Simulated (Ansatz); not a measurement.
**Migration barriers: interstitial O in zinc-blende AlP, charge state -2**

Defect: interstitial O in zinc-blende AlP, charge state -2. Calculation: PBE, PAW (plane waves to 420 eV; Ansatz, a quantum-chemistry and plane-wave program).

Settings: 64 host sites, the relaxed PBE lattice, a 2×2×2 k-point mesh shifted by half a step, smearing 0.01 eV, spin-restricted, no image-charge correction. No zero-point or tunnelling terms. The charge state is imposed; whether it is stable for some Fermi level was not computed. Sites that were not tried may lie lower.

Barriers: single points on a 3×3×3 k-point mesh shifted by half a step at the bands' geometries.

| Route | Start site over the lowest site run (eV) | Hop (Å) | Forward barrier (eV) | Backward barrier (eV) | Neighbours at the start | Neighbours at the saddle | Saddle order | Forward, on the band's own sampling (eV) |
|---|---|---|---|---|---|---|---|---|
| a concerted move, in which O travels most | 0.00 | 3.89 | 2.35 | 2.35 | 4 Al at 1.98 Å | 2 Al at 1.89, Al at 2.25 Å | not checked, on a symmetry element | 2.35 |

Paths come from CI-NEB runs.  A band can be held on a symmetry element, so unchecked saddle points there may be too high.
